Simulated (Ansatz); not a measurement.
The parent structure is TiAl (space group P4/mmm, No. 123; a = 2.824 Å, c = 4.071 Å).

One thing is altered: a hydrostatic pressure of 30 GPa.

Levels (all Ansatz, an electronic-structure program, PAW): PBE (420 eV, no spin-orbit coupling); r2SCAN (500 eV, no SOC).

The geometry is relaxed with PBE.

| Quantity | Result |
|---|---|
| PBE pressure | 30.0 GPa |

**Question.** What does r2SCAN give at this geometry for the pressure?

**Answer.** The pressure drops by 0.7 GPa (30.0 GPa → 29.3 GPa).

Single points use the geometry relaxed with PBE. Their cutoffs differ, which shifts pressures a little. Load acts through the strain it causes; cell and atoms are relaxed under it. Stability against distortions was not tested. Competing high-pressure phases were not computed. The final runs are not spin-polarised.
